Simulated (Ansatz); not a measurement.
Amorphous cells of 6 compositions: the gap between the highest filled and lowest empty level at the zone centre, by PBE and by a single point of HSE06 on the same geometry (PBE, scalar-relativistic without spin-orbit coupling (plane waves to 420 eV, PAW; Ansatz, a program for electronic structure); exact exchange cut at the cells' faces). The networks come from melt-quench runs on the CHGNet potential at compositions and starting densities chosen by hand, with anions pushed apart in the CHGNet dynamics, and DFT then relaxed them. The cells are small and were quenched far faster than real films, so single cells scatter. Defect or tail levels can set these gaps. The rows are the first to finish with both values and no moments.

```
cell                        PBE gap x (eV)  HSE06 gap y (eV)
--------------------------  --------------  ----------------
A (Si30N45P3, 2.90 g/cm3)             0.66              1.57
B (Si30C18N16, 2.65 g/cm3)            0.74          withheld
C (Si30C12N24, 2.75 g/cm3)            1.51              2.27
D (Si32N40, 2.92 g/cm3)               1.71              2.64
E (Si30N45Nb3, 3.27 g/cm3)            1.76              2.89
F (Si45O18N48, 2.50 g/cm3)            2.58              3.89
```

Q: Fit a straight line through the 5 full rows and predict the withheld value for B (Si30C18N16, 2.65 g/cm3).

A: Means: x = 1.644, y = 2.652. Slope = Σ(Δx Δy) / Σ(Δx²) = 2.301 / 1.88 = 1.22; the r.m.s. residual is 0.133. Prediction: 2.652 + 1.22 × (0.74 − 1.644) = 1.55. The run gave 1.37, 0.18 below the line.
